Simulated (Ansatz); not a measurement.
Ansatz (a quantum-chemistry and plane-wave program) run on Nb₃Au₂ (I4/mmm, 5 atoms in the cell): zone-centre phonon calculation.

Method of the run: LDA (PW92), default PAW files made with PBE (plane waves; Ansatz).

```
CELL_PARAMETERS angstrom
     -1.71293     1.71293     7.68388
      1.71293    -1.71293     7.68388
      1.71293     1.71293    -7.68388
ATOMIC_POSITIONS crystal
  Nb 0.00000 0.00000 0.00000
  Nb 0.39924 0.39924 0.00000
  Nb 0.60076 0.60076 0.00000
  Au 0.19977 0.19977 0.00000
  Au 0.80023 0.80023 0.00000
```

Reference input (self-consistent single point, DFT, LDA (PW92), plane waves, default PAW files made with PBE): basis.ecutwfc = 30.9 Ry; kpoints.mp_grid.grid = 9 9 9; hamiltonian.xc = lda; hamiltonian.pseudopotentials = {kind: paw} (the program's default PAW files); scf.occupations.method = fermi_dirac; scf.occupations.width = 0.0073 Ry. This run's input differs from it in these lines:

Ansatz 0.2 input:
```diff
@@ -13,3 +13,3 @@
 basis:
-  ecutwfc: 30.9 Ry
+  ecutwfc: 15.4 Ry
 kpoints:
@@ -21,6 +21,4 @@
   occupations: { method: fermi_dirac, width: 0.0073 Ry }
-output:
-  forces: true
-  eigenvalues: true
-  stress: true
+phonons:
+  method: dfpt
```

Output (repeated stretches shortened):

```
SCF iter   1: F=—  HF=-39041.024383 eV  |F-HF|=—  |Δ(HF+E_count)|=         —  Δρ=7.80e-2  dr2=3.24e0  ethr=1.77e-3  ⟨swp⟩=3.8  Hψ=17028  notcnv=0
all-band conjugate gradients solve this SCF's bands
preconditioner: auto → Kerker (q_TF=auto, 2.657 Å⁻¹)
SCF iter   2: F=—  HF=-39039.841148 eV  |F-HF|=—  |Δ(HF+E_count)|=    1.18e0  Δρ=3.59e-2  dr2=5.54e-1  ethr=1.77e-3  ⟨swp⟩=2.0  Hψ=12506  notcnv=0  defer=2
   [... lines left out ...]
SCF iter   7: F=—  HF=-39039.593903 eV  |F-HF|=—  |Δ(HF+E_count)|=   1.11e-6  Δρ=8.46e-6  dr2=1.51e-7  ethr=1.30e-8  ⟨swp⟩=2.0  Hψ=6690  notcnv=0
SCF iter   8: F=—  HF=-39039.593903 eV  |F-HF|=—  |Δ(HF+E_count)|=   4.57e-8  Δρ=1.96e-6  dr2=6.36e-9  ethr=1.96e-10  ⟨swp⟩=2.0  Hψ=8154  notcnv=0
SCF iter   9: F=—  HF=-39039.593903 eV  |F-HF|=—  |Δ(HF+E_count)|=  8.88e-10  Δρ=2.45e-7  dr2=5.12e-11  ethr=8.27e-12  ⟨swp⟩=2.0  Hψ=7774  notcnv=0
SCF iter  10: F=-39039.593903 eV  HF=-39039.593903 eV  |F-HF|=7.28e-12  |Δ(HF+E_count)|=  2.18e-11  Δρ=5.82e-8  dr2=2.75e-12  ethr=1.00e-12  ⟨swp⟩=5.0  Hψ=23064  notcnv=0
SCF 1 converged in 10 iterations: F = -39039.593903 eV  dr2 = 2.75e-12
DFPT response loops at Γ: preconditioner auto → Kerker (q_TF=auto, 2.657 Å⁻¹) (partly filled bands, converged f_vac=0.000) …
Free energy (F): -39039.593903 eV
Internal energy: -39039.482261 eV  (E = F + TS)
E sigma→0 (E₀):  -39039.538082 eV
Entropy (-TS):   -0.111641 eV (-22.328 meV/atom)
Fermi energy:    18.534596 eV
--- Phonons (Γ-DFPT): 6 representative perturbations + reference, on 125 of 729 k-points (Σ response iterations 18) ---
  k mesh reduced under 4 symmetry operations, with k and −k counted as one. Each operation leaves every solved displacement unchanged or reverses it
  ASR residual: 1.242e-3 → 0.000e0 eV/Å²; symmetrization residual: 2.117e-5 eV/Å²
  ASR residual per site (eV/Å²): 3.25e-4 1.24e-3 1.24e-3 3.00e-4 3.00e-4
  Γ frequencies (cm⁻¹): 0.00 0.00 0.00 31.35 31.35 96.41 96.41 97.12 124.83 124.83 153.83 196.71 197.12 197.12 248.11
  non-analytic LO–TO correction: not included (Born effective charges unavailable; polar crystals: no LO–TO splitting at Γ)
```

The run converged in 10 iterations. 

Summary of the result:
| Quantity | Result |
|---|---|
| Free energy E − TS (on the zero of these files) | -39039.5939 eV |
| Fermi level (on the code's own zero) | 18.53 eV |
| Zone-centre frequencies (cm⁻¹; negative means imaginary) | 0, 0, 0, 31, 31, 96, 96, 97, 125, 125, 154, 197, 197, 197, 248 |

The starting cell comes from a database of computed structures (which also holds hypothetical and non-ambient phases and stackings), without a prior relaxation at this level. Its lattice was rescaled by up to half a per cent. Spin polarisation is off. The cutoff lies below the one recommended for these files.

Cost on one core of a shared machine: roughly 5 min.
